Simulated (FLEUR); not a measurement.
# Equation of state of wurtzite CdS (space group 186): energy against volume (FLEUR, LDA)

```
CdS
1.0
    3.97898     0.00000     0.00000
   -1.98949     3.44590     0.00000
    0.00000     0.00000     6.45864
Cd S
2 2
Direct
  0.33333   0.66667   0.00000
  0.66667   0.33333   0.50000
  0.33333   0.66667   0.37700
  0.66667   0.33333   0.87700
```

Method: FLEUR with LDA (Perdew-Zunger), all-electron FLAPW (FLEUR), scalar-relativistic valence. Settings: Kmax = 4.45 1/bohr; GmaxXC = 15.6 1/bohr; xcFunctional = pz; jspins = 1; l_soc = F; mode = hist; fermiSmearingEnergy = 0.00036749 Htr; mesh (inpgen div1-3) = 9 9 5; inpgen gamma flag = false; Gmax = 15.6 1/bohr; numbands = 0; maxIterBroyd = 15; imix = Anderson; alpha = 0.05; precondParam = 0; minDistance = 1e-05 me/bohr^3. The cell above is the first row's. The rows scale it uniformly. In all rows fractional positions and the k mesh are held. E is the free energy at the stated smearing, counted from the lowest row.

| V (Å^3/atom) | E (meV/atom) |
|---|---|
| 22.139 | ? |
| 22.620 | 15.91 |
| 23.101 | 5.82 |
| 23.583 | 0.70 |
| 24.064 | 0.00 |
| 24.545 | 3.29 |
| 25.027 | 10.10 |
| 25.508 | 20.08 |
| 25.989 | 32.88 |

Task: Using the third-order Birch-Murnaghan form, a cubic in V^(-2/3), estimate the missing E at V = 22.139 from the other rows, showing the fit.

Result: With u = V^(-2/3) - 0.119, the rows have u = 0.006027, 0.004286, 0.002600, 0.000974, -0.000598, -0.002123, -0.003597, -0.005026. Least squares gives E = 1.584 - 2374.8·u + 776418·u² + 1986677·u³. Residuals (row less fit): 0.001, -0.005, 0.007, -0.009, 0.009, -0.006, 0.001, 0.000; standard error 0.008 (degrees of freedom: 4). Its minimum lies at u = 0.001520, so V0 = (0.120520)^(-3/2) = 23.90. There d²E/du² = 1571000 and d³E/du³ = 1.192e7, so B0 = (4/9) × 23.90^(-7/3) × 1571000 × 0.160218 = 68.0 GPa (the last factor turns the table's units into GPa), and B0' = 4 + (2/3) × 0.120520 × (1.192e7)/1571000 = 4.6. At the withheld row, u = 0.007832, so E = 1.584 - 2374.8 × 0.007832 + 776418 × 0.007832² + 1986677 × 0.007832³ = 31.565 meV/atom. The calculation gives 31.58 meV/atom, 0.015 meV/atom above the prediction (under 0.05 % of the range of E in the table). The row lies outside the fitted rows, so this is an extrapolation. From the scatter of the fitted rows alone, a prediction at this place has a standard error of 0.024 meV/atom, so the miss is 0.6 times that.

Carrying the step between the two nearest rows on in a straight line would have given 26.00, off by 5.58; series whose last step already gives the withheld value aren't shown. The scan was laid around a cell of about the measured size, scaled by a guess for this functional; axis ratios and inner coordinates come from that cell. The runs keep the symmetry of the cell, so they don't test it for distortions. Values depend on the basis (sphere radii, cutoffs, local orbitals), which need not be converged. The shape of the cell and the inner coordinates aren't relaxed, so V0 and B0 belong to this uniform scaling; a relaxed crystal lies no higher in energy and is usually softer. Cutoffs and mesh are single choices, not tested for convergence of this quantity. Series with a scatter that would blur these digits, or in which a gap closes, are not shown. Nor are scans whose minimum lies at an end fitted in this form.
